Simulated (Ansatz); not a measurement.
**Input and output of a self-consistent single point for CrGa4 (I4mm, 5 atoms in the cell) (Ansatz, a first-principles code)**

Method of the run: LDA (PW92), default PAW files made with PBE (plane waves; Ansatz).

This input was run:

Ansatz 0.2 input:
```yaml
crystal:
  lattice:
    - [-2.81303500, 2.81303500, 2.81303500]
    - [2.81303500, -2.81303500, 2.81303500]
    - [2.81303500, 2.81303500, -2.81303500]
  atoms:
    - { symbol: Cr, position: [0.00888700, 0.00888700, 0.00000000] }
    - { symbol: Ga, position: [0.00000000, 0.00000000, 0.50000000] }
    - { symbol: Ga, position: [0.00000000, 0.50000000, 0.00000000] }
    - { symbol: Ga, position: [0.50000000, 0.50000000, 0.50000000] }
    - { symbol: Ga, position: [0.50000000, 0.00000000, 0.00000000] }
basis:
  ecutwfc: 420.0
kpoints:
  mp_grid: { grid: [5, 5, 5] }
hamiltonian:
  xc: lda
  pseudopotentials: { kind: paw }
scf:
  occupations: { method: fermi_dirac, width: 0.1 }
output:
  forces: true
  eigenvalues: true
  stress: true
```

Output (repeated stretches shortened):

```
WARN ansatz: RAYON_NUM_THREADS=1 ignored (pool sized by the plan → 1); use --threads N
Pseudopotentials: kind: paw
Pseudopotential: Cr, paw, valence charge 14
Pseudopotential: Ga, paw, valence charge 13
Crystal: 5 atoms, lattice volume = 89.040 Å³
Basis set: ecut = 420 eV, 1745 PW (Γ)
Bands: 40, of which v1, the nominal top of the filled ones, is band 33 counted from 1 (32 counted from 0)
Symmetry: 8 space group operations
Space group: I4mm (ITA 107), of the structure as read, at distance tolerance 4.5e-5 Å
k-points: 18 of 125 (time reversal used)
PAW frozen core: Cr, regenerated for the run's functional, and the local potential with it
PAW frozen core: Ga, regenerated for the run's functional, and the local potential with it
Initial density: superposition of atomic densities (neutral atoms: chi_scale 0, normalization atom), corrected by the library's trained network
Initial wavefunctions: pseudopotential atomic-orbital guess
Eigensolver: davidson
Functional: x = slater, c = lda
SCF iter   1: F=—  HF=-18151.759878 eV  |F-HF|=—  |Δ(HF+E_count)|=         —  Δρ=1.69e-2  dr2=2.69e-1  ethr=1.77e-3  ⟨swp⟩=6.0  Hψ=2410  notcnv=0
all-band conjugate gradients solve this SCF's bands
preconditioner: auto → Kerker (q_TF=auto, 2.595 Å⁻¹)
SCF iter   2: F=—  HF=-18151.741415 eV  |F-HF|=—  |Δ(HF+E_count)|=   1.85e-2  Δρ=7.28e-3  dr2=5.34e-2  ethr=4.08e-4  ⟨swp⟩=2.0  Hψ=957  notcnv=0  defer=1
SCF iter   3: F=—  HF=-18151.737822 eV  |F-HF|=—  |Δ(HF+E_count)|=   3.59e-3  Δρ=1.40e-3  dr2=7.91e-4  ethr=8.10e-5  ⟨swp⟩=1.6  Hψ=737  notcnv=0  defer=1
SCF iter   4: F=—  HF=-18151.737226 eV  |F-HF|=—  |Δ(HF+E_count)|=   5.96e-4  Δρ=5.62e-4  dr2=2.48e-4  ethr=1.20e-6  ⟨swp⟩=2.0  Hψ=1223  notcnv=0  defer=1
SCF iter   5: F=—  HF=-18151.737197 eV  |F-HF|=—  |Δ(HF+E_count)|=   2.86e-5  Δρ=1.79e-4  dr2=3.12e-5  ethr=3.76e-7  ⟨swp⟩=2.6  Hψ=1277  notcnv=0  defer=1
SCF iter   6: F=—  HF=-18151.737199 eV  |F-HF|=—  |Δ(HF+E_count)|=   2.43e-6  Δρ=3.82e-5  dr2=1.63e-6  ethr=4.73e-8  ⟨swp⟩=2.3  Hψ=1199  notcnv=0  defer=1
SCF iter   7: F=—  HF=-18151.737199 eV  |F-HF|=—  |Δ(HF+E_count)|=   1.24e-7  Δρ=1.99e-5  dr2=3.46e-7  ethr=2.47e-9  ⟨swp⟩=2.0  Hψ=1316  notcnv=0  defer=1
SCF iter   8: F=-18151.737199 eV  HF=-18151.737199 eV  |F-HF|=1.64e-8  |Δ(HF+E_count)|=   3.01e-8  Δρ=5.16e-6  dr2=3.83e-8  ethr=1.52e-10  ⟨swp⟩=4.4  Hψ=2202  notcnv=0
SCF 1 converged in 8 iterations: F = -18151.737199 eV  dr2 = 3.83e-8
SCF converged after 8 iterations
Free energy (F): -18151.737199 eV
Harris-Foulkes:  -18151.737199 eV  (|F-HF|=1.64e-8)
Internal energy: -18151.721389 eV  (E = F + TS)
E sigma→0 (E₀):  -18151.729294 eV
Entropy (-TS):   -0.015810 eV (-3.162 meV/atom)
Fermi energy:    9.645034 eV
--- Per-component energies (eV) ---
  E_band       = -389.694694
  E_kinetic    = 809.041797
  E_local      = -9278.309605  (includes V_loc(G=0)·N_el)
  E_nonlocal   = 1781.519370
  E_hartree    = 4295.807464
  E_xc         = -416.716002
  E_vxc        = -415.371381  (∫ρ·V_xc dr)
  E_paw        = -8781.970106  (= ΣΔE_a)
  E_vpaw       = -1878.175318  (= ΣTr[D̂ρ^β])
  E_aug_tail   = -0.000093  (compensation charges beyond the density's cutoff)
  E_ewald      = -6568.373257
  E_core_change = 7.279044  (= ΣΔE_core)
  E_smearing   = -0.015810  (= −TS)
  E_closure    = -0.000000  (closes the sum)
  Σ components = -18151.737199   (vs F -18151.737199, Δ=0.00e0)
--- Forces (eV/Å), atoms counted from 1 ---
  atom   1  Cr     0.00000000     0.00000000    -0.71848362
  atom   2  Ga    -0.09939057    -0.09939057     0.17962105
  atom   3  Ga     0.09939057    -0.09939057     0.17962105
  atom   4  Ga     0.09939057     0.09939057     0.17962105
  atom   5  Ga    -0.09939057     0.09939057     0.17962105
  max |Σ_I F_I| component: 5.70e-7 eV/Å
--- Stress (GPa, compression-positive) ---
       -5.323976       0.000000      -0.000000
        0.000000      -5.323976       0.000000
       -0.000000       0.000000      -5.403419
  P = ⅓ Tr σ = -5.3505 GPa (-53.505 kbar)
  The stress holds the Pulay correction. Without it, at fixed plane waves, as pw.x and ABINIT print it: P = -5.3941 GPa
--- Band table (eV; the first three rows and the last of 18) ---
  k-point 0: bands = ["-60.5401", "-32.2805", "-32.2805", "-32.2795", "-4.9857", "-4.9856", "-4.8868", "-4.8866", "-4.8811", "-4.8281", "-4.8281", "-4.8279", "-4.6893", "-4.6891", "-4.6891", "-4.6873", "-4.6872", "-4.6872", "-4.5660", "-4.5657", [...]
  k-point 1: bands = ["-60.5401", "-32.2815", "-32.2806", "-32.2800", "-4.9663", "-4.9446", "-4.8604", "-4.8598", "-4.8460", "-4.8381", "-4.7984", "-4.7982", "-4.7071", "-4.7007", "-4.6947", "-4.6897", "-4.6786", "-4.6743", "-4.5880", "-4.5747", [...]
  k-point 2: bands = ["-60.5401", "-32.2830", "-32.2808", "-32.2806", "-4.9204", "-4.8722", "-4.8485", "-4.8062", "-4.7749", "-4.7621", "-4.7576", "-4.7378", "-4.7364", "-4.7302", "-4.7068", "-4.6932", "-4.6536", "-4.6527", "-4.6386", "-4.6256", [...]
  k-point 17: bands = ["-60.5400", "-32.2831", "-32.2831", "-32.2820", "-4.9467", "-4.9235", "-4.9235", "-4.8509", "-4.8305", "-4.8305", "-4.7314", "-4.7086", "-4.6997", "-4.6996", "-4.6801", "-4.6801", "-4.6697", "-4.6364", "-4.6364", "-4.5964", [...]
```

The run converged in 8 iterations.

The starting cell comes from a database of computed structures (which also holds hypothetical and non-ambient phases and stackings), without a prior relaxation at this level. Its lattice was rescaled by up to half a per cent. One atom was moved a little off its site on purpose. Spin polarisation is off. With a pressure of about -5 GPa the cell is away from its equilibrium volume at this level. Ansatz's pressure includes its estimate of the finite-basis (Pulay) stress.
